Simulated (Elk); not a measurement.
Input and output of a self-consistent single point for GaPt (P2_13, 8 atoms in the cell) (Elk).

Method of the run: LDA (PW92), all-electron FP-LAPW, Elk's shipped species files, default APW+lo basis in Elk 10.2.4.

```xyz
8
Lattice="4.8992 0.0000 0.0000 0.0000 4.8992 0.0000 0.0000 0.0000 4.8992" Properties=species:S:1:pos:R:3 pbc="T T T"
Ga     0.4555     0.4555     0.4555
Ga     1.9941     4.4437     2.9051
Ga     2.9051     1.9941     4.4437
Ga     4.4437     2.9051     1.9941
Pt     1.9569     1.9569     1.9569
Pt     0.4927     2.9423     4.4065
Pt     4.4065     0.4927     2.9423
Pt     2.9423     4.4065     0.4927
```

Reference input (self-consistent single point, DFT, PBEsol, all-electron FP-LAPW, Elk's shipped species files, default APW+lo basis): xctype = 22; stype = 0; swidth = 0.00734986 Ha; ngridk = 5 5 5; rmtscf = 0.88; maxscl = 100. This run's input differs from it in these lines:

```diff
@@ -2,5 +2,2 @@
   0
-
-xctype
-  22
```

Log, with long lists cut:

```
│ Self-consistent loop started │
│ Loop number : 1 │
 total energy                :     -81469.2113664
│ Loop number : 2 │
 total energy                :     -81471.8707226
RMS change in Kohn-Sham potential (target) :   0.1853471838     (  0.1000000000E-05)
Absolute change in total energy (target)   :    2.659356239     (  0.1000000000E-03)
│ Loop number : 3 │
 total energy                :     -81492.9506301
RMS change in Kohn-Sham potential (target) :   0.1223924404     (  0.1000000000E-05)
Absolute change in total energy (target)   :    21.74474651     (  0.1000000000E-03)
│ Loop number : 4 │
   [... lines left out ...]
Absolute change in total energy (target)   :   0.7021820784E-03 (  0.1000000000E-03)
│ Loop number : 14 │
 total energy                :     -81511.2052351
RMS change in Kohn-Sham potential (target) :   0.1570555075E-06 (  0.1000000000E-05)
Absolute change in total energy (target)   :   0.1396314765E-03 (  0.1000000000E-03)
│ Loop number : 15 │
 total energy                :     -81511.2052322
RMS change in Kohn-Sham potential (target) :   0.2491986339E-07 (  0.1000000000E-05)
Absolute change in total energy (target)   :   0.3195978934E-04 (  0.1000000000E-03)
Convergence targets achieved

│ Loop number : 16 │

Energies :
 Fermi                       :     0.379473138423
 total energy                :     -81511.2052340

Density of states at Fermi energy :    50.06482744
 (states/Hartree/unit cell)

Estimated indirect band gap :   0.3042722286E-02
 from k-point     15 to k-point      7
Estimated direct band gap   :   0.1451645397E-01
 at k-point      7

Charges :
 core                        :    264.0000000
 valence                     :    172.0000000
 interstitial                :    13.79029846
 muffin-tins (core leakage)
  species :    1 (Ga)
   atom    1                 :    29.09221071     (  0.3499615748E-02)
   atom    2                 :    29.09221071     (  0.3499615748E-02)
   atom    3                 :    29.09221071     (  0.3499615748E-02)
   [... lines left out ...]
   atom    2                 :    76.46021467     (  0.9125179055E-03)
   atom    3                 :    76.46021467     (  0.9125179055E-03)
   atom    4                 :    76.46021467     (  0.9125179055E-03)
 total in muffin-tins        :    422.2097015
 total calculated charge     :    435.9520988
 total charge                :    436.0000000
 error                       :   0.4790117762E-01

│ Self-consistent loop stopped │
```

The run converged in 16 iterations. The count includes the last loop, which Elk runs after its targets are met. 

The starting cell comes from a database of computed structures (which also holds hypothetical and non-ambient phases and stackings), without a prior relaxation at this level. Its lattice was rescaled by a random factor within 2.5 % of one. Spin-orbit coupling is off. Spin polarisation is off. Values depend on the basis (sphere radii, cutoffs, local orbitals), which need not be converged. The log's line on a gap gives a spacing of levels on this mesh, which the program prints for metals too.

Cost on one core of a shared machine: roughly 90 s.
